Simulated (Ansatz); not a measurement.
Ansatz (a quantum-chemistry and plane-wave program) run on Ba₂RuN₂ (I4/mmm, 5 atoms in the cell): self-consistent single point.

Computed with LDA (PW92), PAW files made with PBE (plane waves; Ansatz).

```
CELL_PARAMETERS angstrom
     -2.09981     2.09981     6.60856
      2.09981    -2.09981     6.60856
      2.09981     2.09981    -6.60856
ATOMIC_POSITIONS crystal
  Ba 0.13901 0.13901 0.00000
  Ba 0.86099 0.86099 0.00000
  Ru 0.50000 0.50000 0.00000
  N  0.63796 0.63796 0.00000
  N  0.36204 0.36204 0.00000
```

Reference input (self-consistent single point, DFT, LDA (PW92), plane waves, PAW files made with PBE): kpoints.mp_grid.grid = 6 6 6; hamiltonian.xc = lda; hamiltonian.pseudopotentials = {kind: paw} (the program's default PAW files); scf.occupations.method = fermi_dirac; scf.occupations.width = 0.0037 Ry. This run's input differs from it in these lines:

Ansatz 0.2 input:
```diff
@@ -13,3 +13,3 @@
   mp_grid:
-    grid: [6, 6, 6]
+    grid: [8, 8, 8]
 hamiltonian:
```

The program printed (abridged):

```
SCF iter   1: F=—  HF=-18077.689135 eV  |F-HF|=—  |Δ(HF+E_count)|=         —  Δρ=1.86e-1  dr2=9.72e1  ethr=3.10e-3  ⟨swp⟩=7.3  Hψ=8086  notcnv=0
all-band conjugate gradients solve this SCF's bands
preconditioner: auto → Kerker (q_TF=auto, 2.337 Å⁻¹)
SCF iter   2: F=—  HF=-18068.490672 eV  |F-HF|=—  |Δ(HF+E_count)|=    9.20e0  Δρ=5.75e-2  dr2=5.73e0  ethr=3.10e-3  ⟨swp⟩=4.1  Hψ=4785  notcnv=0
   [... lines left out ...]
SCF iter   7: F=—  HF=-18067.506892 eV  |F-HF|=—  |Δ(HF+E_count)|=   1.52e-4  Δρ=2.38e-4  dr2=2.82e-4  ethr=3.79e-6  ⟨swp⟩=2.6  Hψ=2483  notcnv=0
SCF iter   8: F=—  HF=-18067.506836 eV  |F-HF|=—  |Δ(HF+E_count)|=   5.59e-5  Δρ=1.12e-4  dr2=5.26e-5  ethr=6.13e-7  ⟨swp⟩=2.8  Hψ=2554  notcnv=0
SCF iter   9: F=—  HF=-18067.506827 eV  |F-HF|=—  |Δ(HF+E_count)|=   8.69e-6  Δρ=2.90e-5  dr2=1.68e-6  ethr=1.14e-7  ⟨swp⟩=2.5  Hψ=2348  notcnv=0
SCF iter  10: F=-18067.506827 eV  HF=-18067.506827 eV  |F-HF|=1.28e-8  |Δ(HF+E_count)|=   4.41e-7  Δρ=6.77e-6  dr2=4.93e-8  ethr=2.17e-10  ⟨swp⟩=5.7  Hψ=9553  notcnv=0
SCF 1 converged in 10 iterations: F = -18067.506827 eV  dr2 = 4.93e-8
Free energy (F): -18067.506827 eV
Internal energy: -18067.502953 eV  (E = F + TS)
E sigma→0 (E₀):  -18067.504890 eV
Entropy (-TS):   -0.003873 eV (-0.775 meV/atom)
Fermi energy:    9.689777 eV
--- Forces (eV/Å), atoms counted from 1 ---
  atom   1  Ba     0.00000000     0.00000000    -0.09611996
  atom   2  Ba     0.00000000     0.00000000     0.09611996
  atom   3  Ru     0.00000000     0.00000000     0.00000000
  atom   4  N      0.00000000    -0.00000000    -0.80818135
  atom   5  N      0.00000000    -0.00000000     0.80818135
--- Stress (GPa, compression-positive) ---
       -5.265809       0.000000      -0.000000
        0.000000      -5.265809      -0.000000
       -0.000000       0.000000      -9.124617
  P = ⅓ Tr σ = -6.5521 GPa (-65.521 kbar)
  The stress holds the Pulay correction. Without it, at fixed plane waves, as pw.x and ABINIT print it: P = -6.7327 GPa
```

The run converged in 10 iterations. Against the reference run the free energy drops by 1.0 meV/atom, the pressure hardly changes (-6.56 to -6.55 GPa) and the largest force hardly changes (0.811 to 0.808 eV/Å).

The starting cell comes from a database of computed structures (which also holds hypothetical and non-ambient phases and stackings), without a prior relaxation at this level. Spin polarisation is off. With a pressure of about -7 GPa the cell is away from its equilibrium volume at this level. Ansatz's pressure includes its estimate of the finite-basis (Pulay) stress.
